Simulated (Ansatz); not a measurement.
PBE against r2SCAN: GaSb

Consider GaSb in the zinc blende structure (space group F-43m, No. 216; a = 6.214 Å).

(Cell as relaxed with PBE.)

Levels (all Ansatz, a quantum-chemistry and plane-wave program, PAW, earlier PAW set): PBE (420 eV, scalar-relativistic without spin-orbit coupling); r2SCAN (500 eV, scalar-relativistic without spin-orbit coupling).

Each level relaxes its own structure.

| quantity | PBE | r2SCAN |
|---|---|---|
| volume per atom | 29.99 Å³ | 28.84 Å³ |
| lattice parameter a | 11.743 bohr | 11.591 bohr |
| band gap | zero | 0.41 eV |

PBE's volume per atom lies 1.15 Å³ above r2SCAN's (4.0 %); PBE's lattice parameter a lies 0.152 bohr above r2SCAN's (1.3 %); they disagree on the band gap. Neither level is exact; r2SCAN is the comparison here, not a measurement.

With Sb present, leaving out spin-orbit coupling can change the band edges. No phonon test of stability was made. All final runs are without spin polarisation. A zero or small gap of GaSb can be the functional's error rather than a property of the material.
